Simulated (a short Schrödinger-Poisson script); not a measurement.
Symmetric double-gate stack, Al2O3 on p-type Si(100)

System: symmetric double-gate stack, Al2O3 on p-type Si(100), at 300 K.

```
layer  material  thickness (nm)  Na (cm⁻³)
-----  --------  --------------  ---------
1         Al2O3               2          -
2            Si               3       1e16
3         Al2O3               2          -
```

Constants are typed, rounded textbook-type inputs, not results; the design itself was drawn at random and stands for no fabricated device. Al2O3: permittivity 9, conduction-band edge (eV) 2.7, gap (eV) 6.8, electron mass (mₑ) 0.3. Si: permittivity 11.7, conduction-band edge (eV) 0, gap (eV) 1.124, Nv at 300 K (cm⁻³) 3.1e19.

Channel valleys (confinement mass, in-plane density-of-states mass, number): Δ2 0.916, 0.19, 2; Δ4 0.19, 0.417, 4. At the gates, both at one voltage, the conduction-band edge of layer 1 lies 2.7 eV − eVg above the Fermi level of the channel. Gaps are held at their typed values at every temperature. Mesh 0.03 nm at interfaces.

Solved with a short Schrödinger-Poisson script written for these runs: 1D Poisson equation in equilibrium, electrons quantum, Hartree (BenDaniel-Duke, 12 states a valley, the channel's in-plane mass for all, wave functions free to enter the dielectric), parabolic valleys, classical holes, full ionisation, no traps, pinning or gate leakage.

```csv
Vg (V),electrons (cm⁻²),C (μF/cm²),Δ2 E0 (meV),Δ2 E1 (meV),Δ4 E0 (meV),Δ4 E1 (meV)
-0.3,8.12e6,< 0.003,341.6,466.0,446.0,883.7
-0.25,5.62e7,< 0.003,291.6,416.0,396.0,833.7
-0.2,3.88e8,< 0.003,241.7,366.0,346.0,783.7
-0.15,2.68e9,0.0169,191.7,316.1,296.1,733.7
-0.1,1.82e10,0.113,142.1,266.5,246.5,684.1
-0.05,1.13e11,0.631,94.7,218.8,199.0,636.4
0,5.03e11,2.00,55.0,178.6,159.2,595.9
0.05,1.35e12,3.32,27.4,149.7,131.2,566.2
0.1,2.51e12,4.07,8.3,128.8,111.5,544.3
0.15,3.85e12,4.50,-6.3,112.4,96.5,526.6
0.2,5.30e12,4.77,-18.1,98.5,84.1,511.5
0.25,6.82e12,4.97,-28.1,86.3,73.5,498.1
0.3,8.39e12,5.13,-36.8,75.4,64.2,485.9
0.35,1.00e13,5.26,-44.5,65.6,55.9,474.8
0.4,1.17e13,5.38,-51.4,56.6,48.6,464.5
0.45,1.34e13,5.48,-57.4,48.4,42.0,455.0
0.5,1.51e13,5.57,-62.9,40.8,36.0,446.1
0.55,1.68e13,5.65,-67.8,33.8,30.6,437.8
0.6,1.86e13,5.72,-72.3,27.3,25.7,430.0
0.65,2.04e13,5.79,-76.4,21.1,21.1,422.6
0.7,2.22e13,5.84,-80.1,15.4,17.0,415.6
```

Subbands count from the Fermi level. The capacitance is that of both gates.
